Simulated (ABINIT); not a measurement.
Short convergence ladders for WC (P3m1, 2 atoms in the cell)

```yaml
crystal:
  lattice:
    - [1.46227, -2.53274, 0.00000]
    - [1.46227, 2.53274, 0.00000]
    - [0.00000, 0.00000, 2.85420]
  atoms:
    - { symbol: W, position: [0.00000, 0.00000, 0.01752] }
    - { symbol: C, position: [0.33333, 0.66667, 0.50000] }
```

Base method: LDA (PW92), norm-conserving pseudopotentials (PseudoDojo nc-sr-04 LDA standard) (plane waves; ABINIT).

Base settings: pseudos = [W.upf, C.upf]; ecut = 41 Ha; occopt = 7; tsmear = 0.00367493 Ha; ngkpt = 6 6 5; nshiftk = 1; shiftk = 0 0 0; potentials = PseudoDojo nc-sr-04 LDA standard; nband = 14; kptopt = 1.

The count of work is k-points × plane waves × bands × iterations; it is no time. 

**The k-point mesh at a smearing width of 0.02 eV**

In this ladder: tsmear = 0.00073499 Ha.

Only quantities that move along the ladder and can be compared are tabulated.

```tsv
ngkpt	free energy less the last step's (meV/atom)	pressure (GPa)	largest difference of a force vector from the last step's (eV/Å)	count of work / last
5 5 4	22.60	-16.24	0.150	0.039
6 6 5	4.05	-16.49	0.029	0.068
7 7 6	5.18	-16.44	0.010	0.10
10 10 9	-1.57	-16.79	0.004	0.24
12 12 10	-0.43	-16.75	0.011	0.38
17 17 15	0.00	-16.87	0.000	1.0
```

Coarsest ngkpt that holds the pressure within 0.5 GPa of the last step, with all finer ones: 6 6 5, at 0.068 of the last step's count of work; the step before is off by 0.62 GPa.

Coarsest ngkpt that holds the forces within 0.02 eV/Å: not settled: the last two steps still differ by 0.011 eV/Å, over half the tolerance, so the ladder does not show it.

Coarsest ngkpt that holds the free energy within 2 meV/atom of the last step, with all finer ones: 10 10 9, at 0.24 of the last step's count of work; the step before is off by 5.2 meV/atom.

**The width of Fermi-Dirac smearing**

In this ladder: occopt = 3; ngkpt = 10 10 8.

Narrow widths need finer meshes than wide ones, so the last steps can hold mesh noise.

Only quantities that move along the ladder and can be compared are tabulated; pressure and forces are left out, as mesh noise rules them at narrow widths.

```tsv
tsmear	free energy less the last step's (meV/atom)
0.0367493 Ha	-506.63
0.0183747 Ha	-86.80
0.0110248 Ha	-22.73
0.00734986 Ha	-7.07
0.00367493 Ha	0.00
```

Widest tsmear that holds the free energy within 5 meV/atom: not settled: the last two steps still differ by 7.1 meV/atom, over half the tolerance, so the ladder does not show it.

**The SCF threshold**

In this ladder: tolvrs = default.

The mesh stays at the base's, so the ladder's end is converged at best in this setting alone.

Only quantities that move along the ladder and can be compared are tabulated.

```tsv
toldfe	pressure (GPa)	largest difference of a force vector from the last step's (eV/Å)	count of work / last
0.0037 Ha	-15.31	0.019	0.20
0.00037 Ha	-15.31	0.019	0.20
3.7e-05 Ha	-16.26	0.000	0.24
3.7e-07 Ha	-16.57	0.000	0.36
3.7e-09 Ha	-16.57	0.000	0.40
3.7e-12 Ha	-16.57	0.000	0.48
3.7e-14 Ha	-16.57	0.000	1.0
```

Coarsest toldfe that holds the pressure within 0.5 GPa of the last step, with all finer ones: 3.7e-05 Ha, at 0.24 of the last step's count of work; the step before is off by 1.3 GPa.

Coarsest toldfe that holds the forces within 0.01 eV/Å of the last step, with all finer ones: 3.7e-05 Ha, at 0.24 of the last step's count of work; the step before is off by 0.019 eV/Å.

Two neighbours can agree and both be off: 0.0037 Ha and 0.00037 Ha differ by 0.00 GPa in the pressure, yet lie about 1.3 GPa from the last step.

On the base run: the starting cell has typed, rounded lattice constants, without a prior relaxation at this level. Its lattice was rescaled by up to half a per cent. One atom was moved a little off its site on purpose. Spin polarisation is off. In the base run, with a pressure of about -17 GPa the cell is away from its equilibrium volume at this level. Without a gap this mesh is coarse (it stands for a supercell whose shortest vector is 14 Å).

Left out of this page: 2 runs of the series outside the window shown, repeating another row's setting, or not comparable.
